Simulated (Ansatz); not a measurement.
Abridged Ansatz (an electronic-structure program) output:

```
Pseudopotential: Zr, paw, valence charge 12
Pseudopotential: Hf, paw, valence charge 26
Pseudopotential: S, paw, valence charge 6
Crystal: 9 atoms, lattice volume = 183.613 Å³
Basis set: ecut = 420 eV, 3535 PW (Γ), exchange–correlation on 90×90×120 points (8 copies of the dense FFT grid, shifted against one another)
Bands: 52, of which v1, the nominal top of the filled ones, is band 43 counted from 1 (42 counted from 0)
Symmetry: 4 space group operations
k-points: 117 of 400
Functional: x = pbesol(κ = 0.804, μ = 0.12345679012345678), c = pbesol(β = 0.046)
SCF iter   1: F=—  HF=-29181.909829 eV  |F-HF|=—  |Δ(HF+E_count)|=         —  Δρ=5.42e-3  dr2=1.03e-1  ethr=1.77e-3  ⟨swp⟩=6.3  Hψ=21644  notcnv=0  defer=17
SCF iter   2: F=—  HF=-29181.889644 eV  |F-HF|=—  |Δ(HF+E_count)|=   2.02e-2  Δρ=1.90e-3  dr2=7.42e-3  ethr=1.20e-4  ⟨swp⟩=2.1  Hψ=9632  notcnv=0  defer=106
SCF 1 converged in 10 iterations: F = -29181.888857 eV  dr2 = 4.45e-10
SCF converged after 10 iterations
Free energy (F): -29181.888857 eV
Internal energy: -29181.888441 eV  (E = F + TS)
E sigma→0 (E₀):  -29181.888649 eV
Entropy (-TS):   -0.000416 eV (-0.046 meV/atom)
Fermi energy:    9.604956 eV
  E_disp       = -3.130421  (pairwise vdW)
--- Forces (eV/Å), atoms counted from 1 ---
  atom   1  Zr     0.00179525     0.00000000    -0.00141168
  atom   2  Hf     0.00000000     0.00000000     0.00000000
  atom   3  Zr    -0.00179525    -0.00000000     0.00141168
  atom   4  S     -0.00011452     0.00000000    -0.00047499
  atom   5  S     -0.00007276     0.00000000    -0.00106037
  atom   6  S     -0.00062304     0.00000000    -0.00059699
  atom   7  S      0.00011452    -0.00000000     0.00047499
  atom   8  S      0.00062304    -0.00000000     0.00059699
  atom   9  S      0.00007276    -0.00000000     0.00106037
--- Stress (GPa, compression-positive) ---
       -0.001802       0.000000       0.000055
        0.000000       0.000043      -0.000000
        0.000055      -0.000000       0.003199
  P = ⅓ Tr σ = 0.0005 GPa (0.005 kbar)
```

Question: What was computed, and what are the main results?

Answer: HfZr2S6, 9 atoms in the cell, with PBEsol-D3(BJ), PAW, 420 eV (Ansatz; no spin-orbit coupling). The last SCF converged to F = -29181.888857 eV, or -3242.4321 eV per atom, at a pressure of 0.00 GPa. The total energy compares only with runs of the same code, potentials and settings.

Each cell is one ordered arrangement of few atoms, which overstates ordering effects compared with a random alloy. With Hf present, leaving out spin-orbit coupling can change the band edges. Stability against distortions was not tested. The cell was made from HfS2 by this change: x(Zr) = 0.667, 9 atoms, C2/m.
